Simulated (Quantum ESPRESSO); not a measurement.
## Effort and miss along a sweep of K_POINTS: Sb₅O₇F (P-1, 26 atoms in the cell)

Cell: a = 4.1579 Å, b = 10.1053 Å, c = 13.0923 Å, α = 72.23°, β = 81.10°, γ = 78.27°.

Method of the run: LDA (PZ), GBRV 1.5 ultrasoft (LDA) pseudopotentials (plane waves; Quantum ESPRESSO).

Base settings: ecutwfc = 40 Ry; ecutrho = 200 Ry; occupations = smearing; smearing = gaussian; degauss = 0.00147 Ry; potentials = {Sb: sb_lda_v1.4.uspp.F.UPF, O: o_lda_v1.2.uspp.F.UPF, F: f_lda_v1.4.uspp.F.UPF}; K_POINTS = automatic 3 2 1 0 0 0; conv_thr = 1e-10 Ry; mixing_beta = 0.4.

Misses are taken against the tightest run, automatic 4 2 2 0 0 0, which need not be fully converged itself. The energy is the free energy per atom.

The count of work is k-points × plane waves × bands × iterations; it is no time, and leaves out set-up, grids and terms that scale otherwise. Core times come from one kind of shared machine and are given to one figure; runs under 30 s give none.

The starting cell comes from a database of computed structures (which also holds hypothetical and non-ambient phases and stackings), without a prior relaxation at this level. In the base run, with a pressure of about -5 GPa the cell is away from its equilibrium volume at this level.

```tsv
K_POINTS	energy less reference (meV/atom)	pressure less reference (GPa)	largest difference in the force on any atom (eV/Å)	count of work / reference	core time / reference (rough)
automatic 1 1 1 0 0 0	-176.48	1.34	2.080	0.083	0.1
automatic 2 1 1 0 0 0	-11.73	-0.11	0.356	0.18	0.2
automatic 3 1 1 0 0 0	6.83	-0.01	0.074	0.17	0.2
automatic 3 2 1 0 0 0	5.48	-0.04	0.066	0.33	0.5
automatic 4 2 2 0 0 0	0.00	0.00	0.000	1.0	1
```

The last two settings still differ by 5.5 meV/atom, so the table cannot show that the reference is converged.

Coarsest setting among those run that, with all tighter ones, holds the energy within 20 meV/atom of the reference: automatic 2 1 1 0 0 0, off by 12 meV/atom; it needs 0.18 of the reference's count of work and about 0.2 of the reference's time.

The step from automatic 1 1 1 0 0 0 to automatic 3 2 1 0 0 0: it takes the miss in the energy from 180 to 5.5 meV/atom, for 4.0 times the count of work and roughly 4 times the time.
